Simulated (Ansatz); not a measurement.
The reference is SiC in the wurtzite structure (space group P6_3mc, No. 186; a = 3.056 Å, c = 5.016 Å).

One thing is altered: every lattice vector is stretched by 0.60 %; the atoms relax in the strained cell.

The values are results of LDA/PAW in Ansatz (a program for electronic structure), no spin-orbit coupling, not measurements.

Base, band edges from the VBM (valence, conduction): K -3.90, 2.13; H -1.75, 5.11; M -1.20, 2.72; L -2.35, 3.26; A -0.72, 5.99; Γ 0.00, 4.92 eV.

Problem. Give the band edges at the high-symmetry points of the new zone, measured from its valence-band maximum.

Solution. 
| point | valence edge (eV) | conduction edge (eV) |
|---|---|---|
| Γ | 0.00 | 4.76 |
| M | -1.20 | 2.69 |
| K | -3.84 | 2.16 |
| A | -0.71 | 5.84 |
| L | -2.33 | 3.22 |
| H | -1.74 | 5.02 |

The gap is 2.16 eV, indirect, Γ → K.

Whether these cells are dynamically stable was not tested.
